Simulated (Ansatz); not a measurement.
**Effect of pressure 5 GPa on hypothetical CsCl type GaN**

Consider GaN in the CsCl type structure (space group Pm-3m, No. 221; a = 2.703 Å; a hypothetical phase, not in the database extracts checked).

One thing is altered: cell and atoms relaxed at a pressure of 5 GPa.

The values are results of PBEsol in Ansatz (plane waves to 420 eV, PAW, no spin-orbit coupling), not measurements. Settings: 17×17×17 k-points, 0.05 eV Fermi–Dirac smearing.

| quantity | base | changed | shift |
|---|---|---|---|
| volume per atom | 9.88 Å³ | 9.60 Å³ | -0.273 Å³ |
| lattice parameter a | 2.703 Å | 2.678 Å | -0.025 Å |
| shortest interatomic distance | 2.341 Å | 2.319 Å | -0.022 Å |
| enthalpy H = E + PV relative to the base's energy | – | +0.30 eV/atom | – |
| band gap | zero | zero | – |

Load acts through the strain it causes; cell and atoms are relaxed under it. No phonon test of stability was made. No other phases were tried under pressure. All final runs are without spin polarisation.

Ansatz is an electronic-structure program.
